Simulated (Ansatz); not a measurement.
```yaml
crystal:
  lattice:
    - [2.58705, 0.00000, 0.00000]
    - [-1.29352, 2.24045, 0.00000]
    - [0.00000, 0.00000, 4.19445]
  atoms:
    - { symbol: B, position: [0.33333, 0.66667, 0.00005] }
    - { symbol: B, position: [0.66667, 0.33333, 0.50005] }
    - { symbol: N, position: [0.33333, 0.66667, 0.37495] }
    - { symbol: N, position: [0.66667, 0.33333, 0.87495] }
```

Calculation: r2SCAN, rigid bands (plane waves, PAW, scalar-relativistic; Ansatz, an electronic-structure program). Condition of this run: biaxial stress in the c plane of -18 GPa (compression positive) (the target of the relaxation). How the cell was made: cell and atoms relaxed with PBEsol, then loaded as said.

Q: Predict the hole conductivity mass (n e² τ/σ) at 300 K, by direction if it differs.

A: 0.87 (x), 0.87 (y), 1.21 (z) mₑ.

Q: Predict the electron conductivity mass (n e² τ/σ) at 300 K, by direction if it differs.

A: 0.52 (x), 0.52 (y), 0.30 (z) mₑ.

Q: And the band gap?

A: 5.88 eV at this level; semilocal functionals usually fall short of the measured gap.

Rigid bands, one relaxation time for all states, no polarons. Spin-orbit coupling is left out. Geometry: cell and atoms relaxed with PBEsol.
